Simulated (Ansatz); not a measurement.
# BAs: energy against volume

BAs (zinc blende, F-43m, 13.685 Å³/atom and stress up to 0.01 GPa in the relaxed cell, cube axes along x, y and z) under an equal strain ε along all three axes. r2SCAN in Ansatz, a plane-wave DFT program (PAW, default set), 500 eV, 12×12×12 Γ-centred mesh, Fermi-Dirac smearing 0.05 eV; ions are relaxed, or left where forces stay under 0.02 eV/Å, within the symmetry of each cell.

Here V stands for volume and E for E less E0.

```csv
volume (Å³/atom),E less E0 (meV/atom),pressure (GPa)
12.8802,23.05,9.65
13.0784,12.76,7.00
13.2785,5.59,4.52
13.4808,1.38,2.19
13.6850,0.00,0.00
13.8913,1.33,-2.04
14.0997,5.25,-3.96
14.3101,11.64,-5.74
14.5226,20.37,-7.41
14.9540,?,?
```

Q: Using the third-order Birch-Murnaghan form, a cubic in V^(-2/3), estimate the missing E at V = 14.9540 from the other rows, showing the fit.

A: With u = V^(-2/3) - 0.175, the rows have u = 0.006992, 0.005148, 0.003334, 0.001545, -0.000215, -0.001950, -0.003659, -0.005343, -0.007002. Least squares gives E = 0.023 + 191.33·u + 443018·u² + 90203·u³. Residuals (row less fit): 0.000, -0.001, 0.001, 0.004, -0.002, -0.004, 0.000, 0.006, -0.003; standard error 0.004 (degrees of freedom: 5). Its minimum lies at u = -0.000216, so V0 = (0.174784)^(-3/2) = 13.69. There d²E/du² = 885900 and d³E/du³ = 541200, so B0 = (4/9) × 13.69^(-7/3) × 885900 × 0.160218 = 141 GPa (the last factor turns the table's units into GPa), and B0' = 4 + (2/3) × 0.174784 × (541200)/885900 = 4.1. B0' rests on the cubic coefficient alone and has a standard error of 0.1 from these residuals. At the withheld row, u = -0.010249, so E = 0.023 + 191.33 × (-0.010249) + 443018 × (-0.010249)² + 90203 × (-0.010249)³ = 44.500 meV/atom. The calculation gives 44.47 meV/atom, 0.030 meV/atom below the prediction (0.1 % of the range of E in the table). The row lies outside the fitted rows, so this is an extrapolation. The scatter of the fitted rows lies at the last printed digit.

Other structures, which can take over under pressure, weren't tried. The same form fitted to the pressure column gives B0' = 4.1; series where the two differ by over 0.4 aren't shown. Rows are the converged runs of the series near zero and its far end, less any whose ions stayed unrelaxed beside relaxed ones; series whose fitted rows scatter by over a few per cent of the range, as at a crossing or softening among them, aren't shown in this form.
